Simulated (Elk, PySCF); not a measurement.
A PySCF input for a self-consistent single point of Al (Fm-3m, 1 atom in the cell) (DFT PBE, Gaussian basis gth-dzvp-molopt-sr, GTH pseudopotentials gth-pbe, FFT density fitting with multigrid):

```python
import numpy as np
from pyscf.pbc import gto, scf, dft

cell = gto.Cell()
cell.a = np.array([[0, 3.70890877, 3.70890877],
              [3.70890877, 0, 3.70890877],
              [3.70890877, 3.70890877, 0]])
cell.atom = '''
Al              0              0              0
'''
cell.unit = 'Bohr'
cell.basis = 'gth-dzvp-molopt-sr'
cell.pseudo = 'gth-pbe'
cell.ke_cutoff = 50
cell.precision = 1e-06
cell.max_memory = 2000
cell.verbose = 4
cell.build()

kpts = cell.make_kpts([14, 14, 14])
mf = dft.KRKS(cell, kpts).multigrid_numint()
mf.xc = 'PBE'
mf.conv_tol = 1e-08
mf.max_cycle = 80
mf.diis_start_cycle = 5
mf.damp = 0.5
mf = scf.addons.smearing_(mf, sigma=0.00367493, method='fermi')
mf.kernel()

res = dict(e_tot=mf.e_tot, converged=mf.converged, nao=cell.nao, mesh=cell.mesh, nelectron=cell.nelectron)
res.update(e_free=mf.e_free, e_zero=mf.e_zero)
np.savez('results.npz', **res)
eps, occ = np.array(mf.mo_energy), np.array(mf.mo_occ)
nk = len(mf.kpts)
res.update(mo_energy=eps, mo_occ=occ)
print('electrons per cell = %.6f' % (occ.sum() / nk))
full = 1.0
print('highest filled level = %.6f Ha, lowest empty level = %.6f Ha' % (eps[occ > full].max(), eps[occ <= full].min()))
np.savez('results.npz', **res)
```

Problem. Give the Elk input for the same structure, mesh, smearing and functional.

Solution. This is the input that was run; spellings and numerical settings could be chosen otherwise.

```
tasks
  0

xctype
  20

rgkmax
  7.5

gmaxvr
  14.0

nxlo
  2

lorbcnd
  .true.

lmaxi
  3

stype
  3

swidth
  0.00367493

avec
    0.0000000000    3.7089087730    3.7089087730
    3.7089087730    0.0000000000    3.7089087730
    3.7089087730    3.7089087730    0.0000000000

sppath
  'species/'

atoms
  1   : nspecies
  'Al.in'   : spfname
  1   : natoms; atposl, bfcmt below
  0.0000000000  0.0000000000  0.0000000000    0.0 0.0 0.0

ngridk
  14 14 14
```

Basis settings and potentials, where a program has them, do not carry over. This input uses DFT, PBE, all-electron FP-LAPW, Elk's shipped species files, APW+lo basis with extra local orbitals.

The starting cell has typed, rounded lattice constants, without a prior relaxation at this level. Its lattice was rescaled by a random factor within 2.5 % of one. For this run, on top of that: lattice scaled by 0.98.
